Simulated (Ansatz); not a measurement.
SiC: response to strain

Base system: SiC in the wurtzite structure (space group P6_3mc, No. 186).

```
SiC
1.0
    3.07595     0.00000     0.00000
   -1.53798     2.66385     0.00000
    0.00000     0.00000     5.04778
Si C
2 2
Direct
  0.33333   0.66667   0.99959
  0.66667   0.33333   0.49959
  0.33333   0.66667   0.37541
  0.66667   0.33333   0.87541
```

Cartesian axes are those of the cell as printed.

Strains are applied to the cell and any free atomic positions relax.

All numbers come from Ansatz (a first-principles code), PBEsol, PAW, cutoff 420 eV, scalar-relativistic without spin-orbit coupling.

| uniaxial strain ε_zz (%) | band gap (eV) |
|---|---|
| 0 | 2.12 |
| 0.6 | 2.09 |
| 1.8 | 2.03 |
| 2.4 | ? |
| 3 | 1.98 |

### Question
Fit E_g = E₀ + Dε (ε in %) to the rows shown and predict the withheld row.

### Answer
Least squares on the printed values gives E₀ = 2.12 eV, D = -46.9 meV per % of strain (largest residual 0.00 eV); this predicts 2.01 eV, and the run gives 2.00 eV, in agreement.

Whether these cells are dynamically stable was not tested.
